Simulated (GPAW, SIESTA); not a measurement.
A GPAW input for a self-consistent single point of TiPt3 (P6_3/mmc, 8 atoms in the cell) (DFT PBEsol, plane waves, GPAW PAW datasets PBEsol (made by gpaw-setup)):

```python
from ase import Atoms
from ase.units import GPa
from gpaw import GPAW

atoms = Atoms(['Ti', 'Ti', 'Pt', 'Pt', 'Pt', 'Pt', 'Pt', 'Pt'],
              cell=[[5.669547, 0.000000, 0.000000],
                    [-2.834774, 4.909972, 0.000000],
                    [0.000000, 0.000000, 4.568032]],
              scaled_positions=[[0.333333, 0.666667, 0.750000],
                                [0.666667, 0.333333, 0.250000],
                                [0.167205, 0.334410, 0.250000],
                                [0.832795, 0.665590, 0.750000],
                                [0.832795, 0.167205, 0.750000],
                                [0.167205, 0.832795, 0.250000],
                                [0.665590, 0.832795, 0.250000],
                                [0.334410, 0.167205, 0.750000]],
              pbc=True)

calc = GPAW(mode={'name': 'pw', 'ecut': 850},
            xc='PBEsol',
            kpts=(5, 5, 5),
            occupations={'name': 'methfessel-paxton', 'width': 0.1, 'order': 0},
            nbands=-12,
            convergence={'density': 1e-05, 'energy': 1e-05},
            symmetry={'symmorphic': False, 'tolerance': 0.0005},
            maxiter=120,
            txt='-')

atoms.calc = calc

energy = atoms.get_potential_energy()
print('Energy (eV):', round(energy, 6))
forces = atoms.get_forces()
print('Forces (eV/Ang):')
print(forces.round(5))
stress = atoms.get_stress()
print('Stress (GPa, Voigt):', (stress / GPa).round(4))
```

Write the same calculation as an input for SIESTA.

This is the input that was run; spellings and numerical settings could be chosen otherwise.

```
# files in the folder: Ti.psml Pt.psml (PseudoDojo PBEsol standard)
SystemName  TiPt3
SystemLabel siesta

NumberOfAtoms                8
NumberOfSpecies              2
%block ChemicalSpeciesLabel
  1 22 Ti
  2 78 Pt
%endblock ChemicalSpeciesLabel
LatticeConstant              1.0 Ang
%block LatticeVectors
     5.669547000    0.000000000    0.000000000
    -2.834774000    4.909972000    0.000000000
     0.000000000    0.000000000    4.568032000
%endblock LatticeVectors
AtomicCoordinatesFormat      Fractional
%block AtomicCoordinatesAndAtomicSpecies
     0.333333000    0.666667000    0.750000000  1
     0.666667000    0.333333000    0.250000000  1
     0.167205000    0.334410000    0.250000000  2
     0.832795000    0.665590000    0.750000000  2
     0.832795000    0.167205000    0.750000000  2
     0.167205000    0.832795000    0.250000000  2
     0.665590000    0.832795000    0.250000000  2
     0.334410000    0.167205000    0.750000000  2
%endblock AtomicCoordinatesAndAtomicSpecies

XC.functional                GGA
XC.authors                   PBEsol
PAO.BasisSize                DZP
PAO.EnergyShift              0.005 Ry
MeshCutoff                   300 Ry
%block kgrid.MonkhorstPack
    5   0   0  0.0
    0   5   0  0.0
    0   0   5  0.0
%endblock kgrid.MonkhorstPack
OccupationFunction           MP
OccupationMPOrder            0
ElectronicTemperature        1160.45 K

MaxSCFIterations             150
SCF.Mixer.Method             Broyden
SCF.Mixer.Weight             0.25
SCF.Mixer.History            6
SCF.DM.Tolerance             1.0E-05
Diag.ParallelOverK           true
WriteForces                  true
```

Basis settings and potentials, where a program has them, do not carry over. This input uses DFT, GGA PBEsol, numerical atomic orbitals DZP, PseudoDojo PBEsol standard norm-conserving potentials (rewritten from UPF to PSML).

The starting cell comes from a database of computed structures (which also holds hypothetical and non-ambient phases and stackings), without a prior relaxation at this level. Its lattice was rescaled by a random factor within 2.5 % of one.
